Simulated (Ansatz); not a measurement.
Ga2O3 (model structure, started from the Al2S3 type, Cc, No. 9, 10 atoms in the cell), treated with r²SCAN in Ansatz (plane waves, PAW).

Settings: plane-wave cutoff 560 eV, 8×8×8 k mesh, Fermi–Dirac smearing 0.01 eV, scalar-relativistic PAW data made under PBE.

Cell (relaxed with PBEsol):

```xyz
10
Lattice="4.7546 -2.9393 0.4309 4.7546 2.9393 0.4309 -2.6377 0.0000 4.5365" Properties=species:S:1:pos:R:3 pbc="T T T"
Ga     4.2088    -2.1974     2.6551
Ga     5.5276     2.1974     0.3869
Ga     5.4635     0.6027     3.2374
Ga     4.1447    -0.6027     5.5056
O     -0.7760     0.7225     4.0887
O      0.5428    -0.7225     1.8205
O      5.9471    -0.3450     4.8053
O      7.2660     0.3450     2.5371
O      3.7278     0.7345     4.2082
O      5.0466    -0.7345     1.9400
```

Question: Give the computed band gap and smallest direct gap on the k points sampled.

Answer: 
* **band gap**: 3.03 eV (indirect)
* **smallest direct gap on the k points sampled**: 3.15 eV

Note: the relaxation could raise the start's symmetry but not lower it, so the cell can be a saddle point; cell and atoms aren't relaxed at this level (largest force component 0.08 eV/Å, pressure -1.2 GPa).

Spin–orbit coupling is not included.

Static lattice: no zero-point or thermal effects.

Cost on a shared machine: around 4 core-minutes (rough).

A model structure was made by putting elements into a prototype or built by hand; it is no filed structure, need not be a known phase, and can be a saddle point held by its symmetry.

Ansatz is a quantum-chemistry and plane-wave program.
